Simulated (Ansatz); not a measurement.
Consider SiO2 (space group P4_12_12, No. 92; a = 4.9797 Å, c = 6.9166 Å).

Now apply this change: every lattice vector is shortened by 1.43 %; the atoms relax in the strained cell.

Calculations: DFT with r2SCAN, PAW potentials and a 500 eV plane-wave cutoff in Ansatz (a first-principles code), scalar-relativistic without spin-orbit coupling, earlier PAW set.

Base, band edges from the VBM (valence, conduction): A -0.61, 9.99; M -0.54, 9.46; R -0.18, 8.91; X -0.50, 8.47; Z -0.39, 7.64; Γ 0.00, 6.35 eV.

Give the band edges at the high-symmetry points of the new zone, measured from its valence-band maximum.


```json
[
 {"point": "Γ", "valence edge (eV)": "0.00", "conduction edge (eV)": "6.45"},
 {"point": "X", "valence edge (eV)": "-0.51", "conduction edge (eV)": "8.62"},
 {"point": "M", "valence edge (eV)": "-0.52", "conduction edge (eV)": "9.57"},
 {"point": "Z", "valence edge (eV)": "-0.38", "conduction edge (eV)": "7.79"},
 {"point": "R", "valence edge (eV)": "-0.20", "conduction edge (eV)": "9.06"},
 {"point": "A", "valence edge (eV)": "-0.57", "conduction edge (eV)": "10.08"}
]
```

The gap is 6.45 eV, direct at Γ.

Stability against distortions was not tested.
